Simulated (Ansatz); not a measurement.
Base system: Bi in the A7 type structure (space group R-3m, No. 166; a = 4.533 Å, c = 11.654 Å (hexagonal axes)).

(Cell as relaxed with PBE-D3(BJ).)

Levels (all Ansatz, a first-principles code, PAW): PBE-D3(BJ) (420 eV, no spin-orbit coupling); r2SCAN+rVV10 (500 eV, without spin-orbit coupling).

Each level relaxes its own structure.

| quantity | PBE-D3(BJ) | r2SCAN+rVV10 |
|---|---|---|
| volume per atom | 34.57 Å³ | 35.48 Å³ |
| lattice parameter a | 4.533 Å | 4.521 Å |
| lattice parameter c | 11.654 Å | 12.028 Å |
| band gap | zero | zero |

PBE-D3(BJ)'s volume per atom lies 0.91 Å³ below r2SCAN+rVV10's (2.6 %); PBE-D3(BJ)'s lattice parameter a lies 0.0127 Å above r2SCAN+rVV10's (0.3 %); PBE-D3(BJ)'s lattice parameter c lies 0.3746 Å below r2SCAN+rVV10's (3.1 %); the two agree on the band gap. Neither level is exact; r2SCAN+rVV10 is the comparison here, not a measurement.

With Bi present, leaving out spin-orbit coupling can change the band edges. Stability against distortions was not tested.
